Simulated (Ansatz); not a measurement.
AlN: biaxial strain −2.50 %, plane normal [001], relaxed out of plane

The parent structure is AlN in the zinc blende structure (space group F-43m, No. 216; a = 4.3777 Å). Axes: x, y, z lie along the cube axes.

Perturbation: biaxial strain −2.50 %, plane normal [001], relaxed out of plane (Cartesian); in-plane vectors clamped, the third vector and the atoms free.

The values are results of PBEsol in Ansatz (plane waves to 420 eV, PAW, no SOC), not measurements. Γ-centred 13×13×13 mesh, Fermi–Dirac width 0.05 eV.

The shortest interatomic distance falls by 0.028 bohr (3.582 bohr → 3.554 bohr) and the energy goes up by 12 meV/atom. The band gap drops by 0.156 eV, from 3.19 eV to 3.04 eV and the gap character comes out as indirect, S₀–Γ (75 % along) → X. The smallest direct gap grows by 0.125 eV, from 4.06 eV to 4.18 eV and the valley order (the lowest conduction-band minima on the path, energy above the VBM, named in the base's zone) becomes X along [010] 3.04 eV; X along [001] 3.29 eV; Γ 4.17 eV (base: X along ⟨100⟩ 3.19 eV; Γ 4.06 eV). The out-of-plane strain amounts to +2.58 % and the ratio −ε⊥/ε∥ is 1.03. The mean in-plane stress (compression positive) amounts to +7.6 GPa.

Final structure (turned so that z lies along the plane normal):

```xyz
2
Lattice="3.0181 0.0000 0.0000 0.0000 3.0181 0.0000 1.5091 -1.5091 2.2453" Properties=species:S:1:pos:R:3 pbc="T T T"
Al     0.0000     0.0000     0.0000
N      3.0181     1.5091     1.1227
```

Stability against distortions was not tested. This is not the structure that AlN has at room temperature and ambient pressure. Labels are those of the standard path for the cell's own space group.

Ansatz is a program for electronic structure.
